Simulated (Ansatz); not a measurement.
# SiO₂ in the rutile structure (space group P4_2/mnm, No. 136)

```yaml
crystal:
  lattice:
    - [4.19455, 0.00000, 0.00000]
    - [0.00000, 4.19455, 0.00000]
    - [0.00000, 0.00000, 2.67846]
  atoms:
    - { symbol: Si, position: [0.50000, 0.50000, 0.50000] }
    - { symbol: Si, position: [0.00000, 0.00000, 0.00000] }
    - { symbol: O, position: [0.80606, 0.80606, 0.50000] }
    - { symbol: O, position: [0.30606, 0.69394, 0.00000] }
    - { symbol: O, position: [0.69394, 0.30606, 0.00000] }
    - { symbol: O, position: [0.19394, 0.19394, 0.50000] }
```

All numbers come from PBEsol (Ansatz, a first-principles code; PAW; 420 eV plane waves; without spin-orbit coupling). Γ-centred 8×8×12 mesh, Fermi–Dirac width 0.05 eV.

| Property | Result |
|---|---|
| Volume per atom | 7.85 Å³ |
| Density | 4.23 g/cm³ |
| Band gap | 5.35 eV, direct at Γ |
| Electron mass | 0.37 mₑ along c, 0.47 mₑ across |
| Hole mass | 1.8 mₑ along c, 1.1 mₑ across |
| Lowest conduction-band minima above the VBM | Γ 5.35 eV |
| Total energy | -582.137 eV/atom (σ→0; compares only within this code and set-up) |

Masses are band curvatures over ±0.01 Å⁻¹ around the edge. Whether these cells are dynamically stable was not tested.
